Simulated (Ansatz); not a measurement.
Base system: Sn in the diamond structure (space group Fd-3m, No. 227; a = 6.656 Å; relaxed with 0.1 eV smearing). Axes: x, y, z lie along the cube axes.

Calculations: Kohn–Sham DFT with the PBE functional, run in Ansatz (an electronic-structure program) with PAW and 420 eV plane waves, scalar-relativistic without spin-orbit coupling.

Modification: uniaxial strain ε_zz = −1.00 %, all other strain components held at zero, atoms relaxed at fixed cell.

Task: Predict the stress tensor and what it implies for the stiffness.

Result: Stress of the strained cell less that of the base (GPa, compression positive):
```
    0.3     0.0     0.0
    0.0     0.3     0.0
    0.0     0.0     0.6
```

Then −Δσ_ii/ε with ε = -0.0100 gives relaxed-ion elastic constants: C33 ≈ 56 GPa, C13 ≈ 27 GPa and C23 ≈ 27 GPa.

No phonon test of stability was made.
